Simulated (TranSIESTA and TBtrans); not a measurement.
System: Si chain with one S atom inserted. Leads: straight Si chain, spacing 2.137 Å. Geometry: 3 atoms about the centre moved by SIESTA (PBE, DZP) to a largest force of 0.01 eV/Å, all others as built, motion along the axis alone. Transport runs along z; the first 6 and the last 6 of the 21 atoms are the lead cells, repeated to infinity.

```xyz
21
Lattice="9.000 0.000 0.000 0.000 9.000 0.000 0.000 0.000 44.953" Properties=species:S:1:pos:R:3 pbc="F F T"
Si     4.500     4.500     0.000
Si     4.500     4.500     2.137
Si     4.500     4.500     4.274
Si     4.500     4.500     6.411
Si     4.500     4.500     8.548
Si     4.500     4.500    10.685
Si     4.500     4.500    12.822
Si     4.500     4.500    14.959
Si     4.500     4.500    17.096
Si     4.500     4.500    19.274
S      4.500     4.500    21.408
Si     4.500     4.500    23.542
Si     4.500     4.500    25.720
Si     4.500     4.500    27.857
Si     4.500     4.500    29.994
Si     4.500     4.500    32.131
Si     4.500     4.500    34.268
Si     4.500     4.500    36.405
Si     4.500     4.500    38.542
Si     4.500     4.500    40.679
Si     4.500     4.500    42.816
```

Run with TranSIESTA and TBtrans (open boundaries, self-consistent; PseudoDojo norm-conserving potentials, scalar-relativistic): PAO.BasisSize DZP, PAO.EnergyShift 0.15 eV, XC.Authors PBE, Mesh.Cutoff 200 Ry, ElectronicTemperature 300 K, TS.Voltage 0.0 eV, TBT.Elecs.Eta 0.001 eV, no spin polarisation.

Energies count from the leads' Fermi level. Transmissions are for one spin of a degenerate pair. The energy step is 0.01 eV; narrower resonances are cut or missed.

| E (eV) | T |
|---|---|
| -0.20 | 2.16 |
| -0.15 | 2.23 |
| -0.10 | 2.29 |
| -0.05 | 2.33 |
| 0.00 | 2.37 |
| 0.05 | 2.39 |
| 0.10 | 2.41 |
| 0.15 | 2.41 |
| 0.20 | 2.42 |

Give the zero-bias conductance in μS and the resistance at 300 K.

At the Fermi level T = 2.37. Averaged with −∂f/∂E over the full grid (kT = 25.9 meV) it is 2.36. With G0 = 2e²/h = 77.48 μS, G = 183 μS and R = 1/G = 5.46 kΩ.

The eigenchannels at the Fermi level transmit 0.934, 0.716, 0.716. What Fano factor of the shot noise follows at low temperature and bias?

F = Σ τ(1 − τ)/Σ τ = 0.468/2.37 = 0.20.

The straight chain is held at its spacing; free chains may zigzag or dimerise. No spin-polarised start was tried, so a magnetic state, if there is one, is missed.
